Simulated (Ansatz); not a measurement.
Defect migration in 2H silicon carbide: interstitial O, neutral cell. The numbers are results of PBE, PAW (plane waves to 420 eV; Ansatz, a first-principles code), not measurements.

72-site cell at the relaxed PBE lattice, the Γ point alone, smearing 0.01 eV, spin-restricted, no finite-size correction. No zero-point or tunnelling terms. The host's phase is taken as given; its stability against other phases was not computed. The charge state is imposed; whether it is stable for some Fermi level was not computed. Sites that were not tried may lie lower. The order of the sites in energy changes with the mesh.

Barriers: single points on a 2×2×2 k-point mesh shifted by half a step along c at the bands' geometries (they differ from the bands' own by up to 0.38 eV, and are uncertain by about as much).

A. several atoms move together, O the farthest; the atom moves 1.18 Å along (0.08, 0.24, -0.19) of the unit cell; the moving atom starts with neighbours C at 1.43; Si at 1.61, Si at 2.09 Å and ends with C at 1.42; Si at 1.64, Si at 1.95 Å; the start lies 0.36 eV above the lowest site run; saddle order not checked, on a symmetry element.
B. O moves alone to another site (a rearrangement that moves the defect's centre by under 1 Å); the atom moves 0.99 Å along (0.00, -0.32, 0.00) of the unit cell; the moving atom starts with neighbours C at 1.42; Si at 1.64, Si at 1.95 Å and ends with C at 1.42; Si at 1.64, Si at 1.95 Å; saddle order not checked, on a symmetry element.

A band can be held on a symmetry element, so unchecked saddle points there may be too high.

Task: Order them by forward barrier (lowest first) at the level PBE, PAW.

Result: B (0.15 eV), A (0.76 eV)
